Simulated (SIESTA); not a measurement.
Band structure of ZnRh3 (I4/mmm, 4 atoms in the cell).

```xyz
4
Lattice="-1.8583 1.8583 3.7086 1.8583 -1.8583 3.7086 1.8583 1.8583 -3.7086" Properties=species:S:1:pos:R:3 pbc="T T T"
Zn     0.0000     0.0000     0.0000
Rh     0.0000     1.8583     1.8543
Rh     1.8583     0.0000     1.8543
Rh     0.0000     0.0000     3.7086
```

Level of theory: SIESTA with LDA PW92, numerical atomic orbitals DZP, PseudoDojo LDA standard norm-conserving potentials (rewritten from UPF to PSML).

Settings: XC.functional = LDA; XC.authors = PW92; potentials = PseudoDojo LDA standard; PAO.BasisSize = DZP; PAO.EnergyShift = 0.005 Ry; MeshCutoff = 350 Ry; kgrid.MonkhorstPack = 11 11 11; OccupationFunction = MP; OccupationMPOrder = 0; ElectronicTemperature = 0.05 eV; MaxSCFIterations = 150; SCF.Mixer.Method = Pulay; SCF.Mixer.Weight = 0.1; SCF.Mixer.History = 8.

The starting cell comes from a database of computed structures (which also holds hypothetical and non-ambient phases and stackings), without a prior relaxation at this level. Its lattice was rescaled by a random factor within 2.5 % of one. Spin polarisation is off. Values carry the incompleteness of an atom-centred basis.

Levels in eV from the Fermi level, bands 32 to 37:
```tsv
point	32	33	34	35	36	37
Γ	-0.86	-0.81	0.06	0.06	0.30	1.54
X	-1.33	-0.74	-0.53	-0.37	0.30	0.39
Y	-1.41	-1.14	-1.13	0.00	0.10	0.30
S	-1.62	-1.53	-1.22	-0.72	-0.72	0.52
Z	-1.28	-0.52	0.18	0.58	0.58	0.83
S1	-1.62	-1.53	-1.22	-0.72	-0.72	0.52
N	-2.02	-1.25	-1.18	-1.08	-1.06	0.49
P	-2.15	-0.98	-0.98	-0.69	0.30	0.37
Y1	-1.41	-1.14	-1.13	0.00	0.10	0.30
```

Bands cross the Fermi level along this path, so the cell is metallic at this level.

Higher empty bands are left out: an atom-centred basis made for the valence describes them poorly.
